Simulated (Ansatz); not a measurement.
**Na: pressure series**

Take Na in the bcc (W type) structure (space group Im-3m, No. 229; a = 4.197 Å) as the base.

Cell and atoms are relaxed at each pressure.

Method: PBE (Ansatz, an electronic-structure program; PAW; 420 eV plane waves; no spin-orbit coupling).

Two rows of this table had their results exchanged by mistake.

```
pressure          volume per atom (Å³)  shortest distance (Å)  band gap
----------------  --------------------  ---------------------  --------
pressure −1 GPa                  44.20                  3.858      zero
pressure 3 GPa                   28.90                  3.348      zero
pressure 7 GPa                   16.23                  2.762      zero
pressure 15 GPa                  20.00                  2.962      zero
pressure 30 GPa                  24.38                  3.164      zero
pressure 50 GPa                  13.72                  2.612      zero
pressure 75 GPa                  11.93                  2.493      zero
pressure 100 GPa                 10.78                  2.410      zero
```

### Question
Which two?

### Answer
The rows for pressure 7 GPa and pressure 30 GPa: the volume has to fall steadily with pressure, so 24.38 Å³ belongs to pressure 7 GPa and 16.23 Å³ to pressure 30 GPa.

Load acts through the strain it causes; cell and atoms are relaxed under it. Whether these cells are dynamically stable was not tested. Measured, Na leaves this structure (for fcc) near 65 GPa (temperature not stated; as listed in Olga Degtyareva, NATO science for peace and security series. B, Physics and biophysics (2010)).
